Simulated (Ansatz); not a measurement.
Consider CeO2 in the fluorite structure (space group Fm-3m, No. 225; a = 5.437 Å).

Calculations: r2SCAN (Ansatz, an electronic-structure program), no spin-orbit coupling.

Before the change:

| Property | Value |
|---|---|
| Density | 7.11 g/cm³ |
| Band gap | 2.20 eV |
| Width of the top valence band | 0.80 eV |
| Smallest direct gap | 2.30 eV |

Modification: cell and atoms relaxed at a pressure of 0.9 GPa.

### Question
What does the calculation give for the density after the change?

### Answer
The density increases by 0.03 g/cm³ to 7.14 g/cm³.

### Question
Predict the new band gap.

### Answer
The band gap grows by 0.015 eV (2.20 eV → 2.21 eV).

### Question
Predict the new width of the top valence band.

### Answer
The width of the top valence band hardly moves (0.80 eV against 0.81 eV).

### Question
What does the calculation give for the smallest direct gap after the change?

### Answer
The smallest direct gap increases by 0.016 eV (2.30 eV → 2.31 eV).

Load acts through the strain it causes; cell and atoms are relaxed under it. Whether these cells are dynamically stable was not tested. Starting moments died away, wholly or in part, for the base; another magnetic solution may exist. All final runs are without spin polarisation.
